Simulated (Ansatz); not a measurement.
Results of LDA in Ansatz (PAW) for LaPt (Cmcm, No. 63; cell taken from a computed entry).

Run with plane-wave cutoff 520 eV, 14×14×12 k mesh (along the axes of the cell as run), Fermi–Dirac smearing 0.05 eV, scalar-relativistic PAW data made under PBE.

Computed at the level's own relaxed cell.

**Question.** Predict the bulk modulus.

**Answer.** 
bulk modulus: 102 GPa

The run finds no gap.

Note: the bulk modulus is −V dP/dV from two relaxed cells at ±2 % in volume; the relaxation could not lower the start's symmetry, so the cell can be a saddle point above a distorted one.

Spin–orbit coupling is not included.

Computing time: very roughly 13 core-minutes.

Ansatz is a program for electronic structure.
